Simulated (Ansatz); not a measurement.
**What biaxial strain +1.00 %, plane normal [110], relaxed out of plane does to hypothetical cubic perovskite SrTiSe3**

The reference is SrTiSe3 in the cubic perovskite structure (space group Pm-3m, No. 221; a = 4.9528 Å; a hypothetical phase, not in the database extracts checked). Axes: x, y, z lie along the cube axes.

Now apply this change: tensile biaxial strain of 1.00 % in the plane normal to [110], as in epitaxy on a mismatched substrate; the out-of-plane cell vector and the atoms relax.

All numbers come from Ansatz (a first-principles code), PBEsol, PAW, cutoff 420 eV, no spin-orbit coupling. Γ-centred 10×10×10 mesh, Fermi–Dirac width 0.05 eV.

```json
[
 {"quantity": "volume per atom", "base": "24.30 Å³", "changed": "24.52 Å³", "shift": "+0.22 Å³"},
 {"quantity": "space group", "base": "Pm-3m (No. 221)", "changed": "Cmmm (No. 65)", "shift": "–"},
 {"quantity": "energy relative to the base (free energy F)", "base": "0 meV/atom", "changed": "+1.4 meV/atom", "shift": "+1.4 meV/atom"},
 {"quantity": "band gap", "base": "zero", "changed": "zero", "shift": "–"},
 {"quantity": "out-of-plane strain (rough)", "base": "–", "changed": "-1.08 %", "shift": "–"},
 {"quantity": "mean in-plane stress (compression positive) (rough)", "base": "–", "changed": "-0.9 GPa", "shift": "–"}
]
```

Without a gap, meshes like the base's 10×10×10 leave anisotropic stresses uncertain by several tenths of a GPa, and small strain energies with them. Whether these cells are dynamically stable was not tested. The final runs are not spin-polarised. Many cubic perovskites are stable only at high temperature; tilts and polar distortions were not tested. SrTiSe3 has a high density of states at the Fermi level and may be magnetic at this level.
